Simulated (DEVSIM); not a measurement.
Device: Schottky contact on n-type Ge, at 250 K.

Layer 1 from the left is Ge, thickness (μm) 0.550, Nd (cm⁻³) 1.4e17, τn (s) 7.8e-6, τp (s) 7.8e-6. Layer 2 from the left is Ge, thickness (μm) 2.30, Nd (cm⁻³) 1.9e18, τn (s) 7.8e-6, τp (s) 7.8e-6.

Left contact: Schottky, work function 4.33 eV, emission velocity 5.4e6 cm/s. Right contact: ohmic. Voltage is applied to the left contact. Recombination: SRH at mid-gap. Mobility is constant in doping.

The device is made up for the run: typed textbook-type constants, with dimensions and the other settings drawn at random. Values at 300 K; Nc and Nv go as T^1.5, mobilities as T to minus their exponent, the gap by Varshni's rule with the affinity fixed.

Ge: gap (eV) 0.664, affinity (eV) 4, permittivity 16, Nc (cm⁻³) 1.04e19, Nv (cm⁻³) 6e18, μn (cm²/Vs) 3900, μp (cm²/Vs) 1900, T exponent of μn 1.66, T exponent of μp 2.33, Varshni α (eV/K) 0.000477, Varshni β (K) 235.

Model (solved in DEVSIM): 1D drift-diffusion, Boltzmann statistics, complete ionisation; no tunnelling, impact ionisation, image-force lowering or self-heating. Metal contacts follow the ideal Schottky-Mott rule: no Fermi-level pinning, no interface dipoles.

Q: What does the simulation give for the dark forward voltage at 100 A/cm², the potential step across the device at zero bias?

A: dark forward voltage at 100 A/cm² 0.091 V; potential step across the device at zero bias 0.299 V.
